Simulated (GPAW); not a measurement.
GPAW run on YCo2B2C (I4/mmm, 6 atoms in the cell): self-consistent single point.

Computed with PBEsol, GPAW PAW datasets PBEsol (made by gpaw-setup) (plane waves; GPAW 25.7.0).

```
CELL_PARAMETERS angstrom
     -1.76886     1.76886     5.18613
      1.76886    -1.76886     5.18613
      1.76886     1.76886    -5.18613
ATOMIC_POSITIONS crystal
  Y  0.50000 0.50000 0.00000
  Co 0.75000 0.25000 0.50000
  Co 0.25000 0.75000 0.50000
  B  0.14547 0.14547 0.00000
  B  0.85453 0.85453 0.00000
  C  0.00000 0.00000 0.00000
```
Moments meant for the start (each program seeds them in its own way; μB, in the order of the atoms Y Co Co B B C): 0.0 3.0 3.0 0.0 0.0 0.0.

Reference input (self-consistent single point, DFT PBEsol, plane waves, GPAW PAW datasets PBEsol (made by gpaw-setup)): spinpol = true; mode = pw; ecut = 900 eV; xc = PBEsol; kpts = 7 7 7; mesh shift (steps) = 0 0 0; occupations.name = fermi-dirac; occupations.width = 0.1 eV; nbands = -12; convergence.density = 1e-05 e/electron; symmetry.symmorphic = false; symmetry.tolerance = 0.0005. This run's input differs from it in these lines:

```diff
@@ -21,3 +21,3 @@
             xc='PBEsol',
-            kpts=(7, 7, 7),
+            kpts={'size': (6, 6, 6), 'gamma': True},
             occupations=FermiDirac(0.1),
```

The program printed (abridged):

```
     iter     time        total  log10-change:  magmom
                         energy   eigst   dens
iter:   1 --:--:--   -50.745585                   +6.0149
iter:   2 --:--:--   -50.845516   -1.05  -1.07    +3.9343
iter:   3 --:--:--   -50.566678   -1.42  -1.13    +0.1712
iter:   4 --:--:--   -49.834772   -1.36  -1.28    +0.8909
iter:   5 --:--:--   -49.800054   -2.62  -1.65    +1.2416
   [... 2 lines left out ...]
iter:   8 --:--:--   -49.739179   -2.50  -2.10    +1.7783
iter:   9 --:--:--   -49.828482   -2.37  -1.90    +0.8905
iter:  10 --:--:--   -49.804727   -2.55  -2.10    +0.4697
   [... lines left out ...]
iter:  28 --:--:--   -49.800313c  -5.15  -5.30c   +0.0325
iter:  29 --:--:--   -49.800331c  -6.65  -4.91    +0.0434
iter:  30 --:--:--   -49.800328c  -8.01c -4.88    +0.0418
iter:  31 --:--:--   -49.800328c  -8.61c -4.88    +0.0425
iter:  32 --:--:--   -49.800312c  -6.26  -4.94    +0.0309
iter:  33 --:--:--   -49.800314c  -8.07c -4.86    +0.0322
iter:  34 --:--:--   -49.800312c  -8.31c -4.85    +0.0315
iter:  35 --:--:--   -49.800311c  -8.70c -4.87    +0.0311
iter:  36 --:--:--   -49.800311c  -9.41c -4.95    +0.0314
iter:  37 --:--:--   -49.800303c  -8.63c -4.97    +0.0315
iter:  38 --:--:--   -49.800304c  -9.19c -5.20c   +0.0311
Converged after 38 iterations.

Dipole moment: (0.000000, -0.000000, 0.000000) |e|*Ang

Total magnetic moment: (0.000000, 0.000000, 0.031120)
Local magnetic moments:
   0 Y  ( 0.000000,  0.000000, -0.000562)
   1 Co ( 0.000000,  0.000000,  0.017110)
   2 Co ( 0.000000,  0.000000,  0.017110)
   3 B  ( 0.000000,  0.000000, -0.000453)
   4 B  ( 0.000000,  0.000000, -0.000453)
   5 C  ( 0.000000,  0.000000,  0.000341)

Energy contributions relative to reference atoms: (reference = -170129.836363)

Kinetic:        +33.525119
Potential:      -29.278715
External:        +0.000000
XC:             -53.655344
Entropy (-ST):   -0.143491
Local:           -0.319618
SIC:             +0.000000
--------------------------
Free energy:    -49.872049
Extrapolated:   -49.800304

Spin contamination: 0.004806 electrons
Showing only first 2 kpts
   [... lines left out ...]
Fermi level: 9.41561
No gap
   [... lines left out ...]
  0 Y     0.00000    0.00000    0.00000
  1 Co    0.00000    0.00000    0.00000
  2 Co    0.00000    0.00000    0.00000
  3 B     0.00000    0.00000    0.12362
  4 B     0.00000    0.00000   -0.12362
  5 C     0.00000    0.00000    0.00000

Stress tensor:
     0.047582     0.000000    -0.000000
     0.000000     0.047582     0.000000
    -0.000000     0.000000     0.032515
Stress (GPa, Voigt): [ 7.6234  7.6234  5.2094  0.     -0.      0.    ]
```

The run converged in 38 iterations. GPAW prints stress with tension positive. Against the reference run the free energy hardly moves (within 1 meV/atom) and the largest force goes from 0.096 to 0.124 eV/Å.

At such cutoffs GPAW's stress carries a finite-basis (Pulay) error, which enters relaxed cells too; its log prints stress with tension positive.

The starting cell comes from a database of computed structures (which also holds hypothetical and non-ambient phases and stackings), without a prior relaxation at this level. The starting moments vanished: the run ended non-magnetic, which need not be the lowest state.

Cost on one core of a shared machine: roughly 5 min.
